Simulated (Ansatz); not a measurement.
How far to go with the k-point mesh at a smearing width of 0.05 eV: ZrSc (P3m1, 2 atoms in the cell)

```
CELL_PARAMETERS angstrom
      3.29926     0.00000     0.00000
     -1.64963     2.85725     0.00000
      0.00000     0.00000     5.18079
ATOMIC_POSITIONS crystal
  Zr 0.66667 0.33333 0.00965
  Sc 0.00000 0.00000 0.50000
```

Method: LDA (PW92), default PAW files made with PBE (plane waves; Ansatz, a program for electronic structure).

Base settings: basis.ecutwfc = 420 eV; kpoints.mp_grid.grid = 11 11 7; hamiltonian.xc = lda; hamiltonian.pseudopotentials = {kind: paw} (the program's default PAW files); scf.occupations.method = fermi_dirac; scf.occupations.width = 0.1 eV.

In this ladder: scf.occupations.width = 0.05 eV.

The second cell is the first with its lattice scaled by 0.98.

Only quantities that move along the ladder and can be compared are tabulated.

The count of work is k-points × plane waves × bands × iterations; it is no time. 

The starting cell comes from a database of computed structures (which also holds hypothetical and non-ambient phases and stackings), without a prior relaxation at this level. Its lattice was rescaled by up to half a per cent. One atom was moved a little off its site on purpose. In the base run, with a pressure of about -7 GPa the cell is away from its equilibrium volume at this level. Ansatz's pressure includes its estimate of the finite-basis (Pulay) stress.

Steps (kpoints.mp_grid.grid): 4 4 3; 5 5 3; 6 6 4; 7 7 4; 9 9 5; 10 10 6; 13 13 7; 15 15 9; 18 18 10; 22 22 13; 27 27 15.

### Question
What is the coarsest kpoints.mp_grid.grid that holds the free energy within 5 meV/atom of the last step, with all finer ones?

### Answer
6 6 4, at 0.023 of the last step's count of work; the step before is off by 7.3 meV/atom.

### Question
What is the coarsest kpoints.mp_grid.grid that holds the forces within 0.005 eV/Å of the last step, with all finer ones?

### Answer
9 9 5, at 0.049 of the last step's count of work; the step before is off by 0.020 eV/Å.

### Question
What is the coarsest kpoints.mp_grid.grid that holds the energy of the compressed cell less the first within 2 meV/atom of the last step, with all finer ones?

### Answer
5 5 3, at 0.012 of the last step's count of work; the step before is off by 6.6 meV/atom.

```csv
kpoints.mp_grid.grid,free energy less the last step's (meV/atom),energy of the compressed cell less the first (meV/atom),pressure (GPa),largest difference of a force vector from the last step's (eV/Å),count of work / last
4 4 3,6.64,-41.52,-6.58,0.037,0.0088
5 5 3,-7.26,-47.23,-7.17,0.032,0.012
6 6 4,-3.48,-49.31,-7.36,0.003,0.023
7 7 4,2.31,-47.58,-7.17,0.020,0.027
9 9 5,-0.46,-48.26,-7.25,0.003,0.049
10 10 6,0.34,-47.89,-7.21,0.001,0.070
13 13 7,-0.50,-48.16,-7.24,0.002,0.12
15 15 9,0.19,-48.04,-7.22,0.001,0.21
18 18 10,0.00,-48.18,-7.24,0.001,0.32
22 22 13,-0.01,-48.14,-7.23,0.000,0.59
27 27 15,0.00,-48.12,-7.23,0.000,1.0
```

The energy difference between the two cells stays within 1 meV/atom of the last step's from 7 7 4 on, the total only from 9 9 5 on: much of the error is common to both cells and cancels.

Keys are those of Ansatz 0.2.
